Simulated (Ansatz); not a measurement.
The reference is Ti$_{3}$Al (space group P6_3/mmc, No. 194; a = 5.7556 Å, c = 4.6550 Å).

All numbers come from DFT with PBE, PAW potentials and a 420 eV plane-wave cutoff in Ansatz (an electronic-structure program), no SOC.

One change was made to it. Results:

The shortest interatomic distance drops by 0.382 Å to 2.443 Å; the c/a ratio goes up by 0.013, from 0.809 to 0.822.

### Question
Which change produced these results?
A. pressure 100 GPa
B. pressure 50 GPa
C. pressure −2 GPa
D. pressure 15 GPa

### Answer
A, pressure 100 GPa. For comparison, the shortest interatomic distance in the other runs: pressure −2 GPa gives 2.842 Å; pressure 50 GPa gives 2.570 Å; pressure 15 GPa gives 2.719 Å.

Load acts through the strain it causes; cell and atoms are relaxed under it. Stability against distortions was not tested. Competing high-pressure phases were not computed. The final runs are not spin-polarised.
